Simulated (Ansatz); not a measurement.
Bond-angle distributions (per cent of the angles at each element, bins of 10°) of a relaxed model of amorphous Bi8Ge6O24 at 6.50 g/cm³. Calculation: PBE, scalar-relativistic without spin-orbit coupling (plane waves to 420 eV, PAW; Ansatz, a quantum-chemistry and plane-wave program).

The cell was made by melting and quenching with the CHGNet potential and then relaxed with DFT. O atoms were pushed apart under 1.9 Å during the dynamics, to hinder bonds among them. The hot cell started wider than the set density and was brought back towards it in steps. It is the lowest in DFT energy of 2 quenches. It is a model cell: composition and starting density were chosen by hand, and all elements were melted together. No dispersion term was used. Its density started from a set value of 6.93 and ended at 6.50 g/cm³. Cooling (nominally 210 K/ps over its main leg) ran many orders faster than in experiment, which tends to leave more defects and strain. Values belong to this one cell and scatter from quench to quench. Volume and shape were free in the relaxation.

Neighbours within Bi-Bi 3.26 Å, Bi-Ge 2.95 Å, Bi-O 2.94 Å, Ge-Ge 2.81 Å, Ge-O 2.20 Å, O-O 1.58 Å count as bonded. Two cations that share two anions don't count as bonded, nor two that share one unless they lie closer than Bi-Bi 3.17 Å, Bi-Ge 2.87 Å, Ge-Ge 2.57 Å.

```
angle (°)  at Bi  at Ge  at O
---------  -----  -----  ----
50-60          1      0     0
60-70         10      0     0
70-80         10      0     0
80-90         22     14     1
90-100        16     18    18
100-110       10     32    28
110-120        6     23    18
120-130        4      7    16
130-140        3      0    10
140-150        6      0     9
150-160        3      2     0
160-170        5      2     0
170-180        2      2     0
```

They go with these counts of neighbours within the cut-offs, cation contacts included: Bi mean 5.4, most often 6; Ge mean 4.3, most often 4; O mean 2.9, most often 3.
